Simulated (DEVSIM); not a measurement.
Device: illuminated Si p-on-n cell, one wavelength, at 350 K.

Layer 1 from the left is Si, thickness (μm) 0.120, Na (cm⁻³) 2.3e18, τn (s) 5.3e-5, τp (s) 7.5e-6, absorption coefficient (cm⁻¹) 14000. Layer 2 from the left is Si, thickness (μm) 46.0, Nd (cm⁻³) 2.3e15, τn (s) 0.00025, τp (s) 0.00025, absorption coefficient (cm⁻¹) 14000.

Left contact: ohmic, minority electron recombination velocity 8e6 cm/s. Right contact: ohmic, minority hole recombination velocity 5e6 cm/s. Voltage is applied to the left contact. Recombination: SRH at mid-gap, radiative, Auger. Gap narrowing is on: ΔEg = 6.92 meV × (l + √(l² + 0.5)), l = ln(N/1.3e17 cm⁻³), shared equally by both band edges. Light enters at the left, 2.8e18 photons cm⁻² s⁻¹, one pass, no reflection. Mobility is constant in doping.

The device is made up for the run: typed textbook-type constants, with dimensions and the other settings drawn at random. Values at 300 K; Nc and Nv go as T^1.5, mobilities as T to minus their exponent, the gap by Varshni's rule with the affinity fixed.

Si: gap (eV) 1.124, affinity (eV) 4.05, permittivity 11.7, Nc (cm⁻³) 2.86e19, Nv (cm⁻³) 3.1e19, μn (cm²/Vs) 1417, μp (cm²/Vs) 470, T exponent of μn 2.3, T exponent of μp 2.2, B (cm³/s) 4.7e-15, Cn (cm⁶/s) 2.8e-31, Cp (cm⁶/s) 9.9e-32, Varshni α (eV/K) 0.000473, Varshni β (K) 636.

DEVSIM, 1D drift-diffusion, Boltzmann statistics, complete ionisation; no tunnelling, impact ionisation, image-force lowering or self-heating.

Dark forward current:

| |V| (V) | |J| (A/cm²) |
|---|---|
| 0.05 | 3.973e-7 |
| 0.10 | 2.477e-6 |
| 0.15 | 1.337e-5 |
| 0.20 | 7.049e-5 |
| 0.25 | 0.0003699 |
| 0.30 | 0.001939 |
| 0.35 | 0.01014 |
| 0.40 | 0.05246 |
| 0.45 | 0.2585 |
| 0.50 | 1.085 |
| 0.55 | 3.428 |
| 0.60 | 8.186 |
| 0.65 | 15.95 |
| 0.70 | 27.06 |
| 0.75 | 41.74 |
| 0.80 | 60.11 |
| 0.85 | 82.28 |
| 0.90 | 108.3 |
| 0.95 | 138.2 |
| 1.00 | 172.1 |
| 1.05 | 209.8 |
| 1.10 | 251.6 |
| 1.15 | 297.3 |
| 1.20 | 346.9 |
| 1.25 | 400.5 |
| 1.30 | 458.0 |

### Question
Work out the local ideality factor n = ΔV / (kT/q · ln(J2/J1)) between the rows 0.15 and 0.20 V, 1.25 and 1.30 V.

### Answer
kT/q = 30.16 mV. From 0.15 to 0.20 V: ln(7.049e-5/1.337e-5) = 1.662, n = 1.00, near the 1 of diffusion or emission over a barrier. From 1.25 to 1.30 V: ln(458.0/400.5) = 0.134, n = 12.36.

### Question
What current could the absorbed light give at most, and what share is collected?

### Answer
Σ αd = 64.6, so qΦ(1 − exp(−Σ αd)) = 449 mA/cm². The simulated short-circuit current is 417.9 mA/cm², a share of 0.93.

### Question
Estimate the open-circuit voltage by superposition: the voltage at which the dark current equals that short-circuit current.

### Answer
Interpolating ln J in the table gives 0.467 V. The simulation gives 0.461 V; the estimate lies 6 mV above. Superposition holds where collection doesn't change with voltage.

### Question
Estimate the fill factor from FF0 = (v − ln(v + 0.72))/(v + 1), v = qVoc/(nkT), with n from the dark curve.

### Answer
The rows about Voc, 0.45 and 0.50 V, give n = 1.16, so v = 13.2 and FF0 = 0.744. The simulation gives 0.759; the estimate lies 1.9 % below.
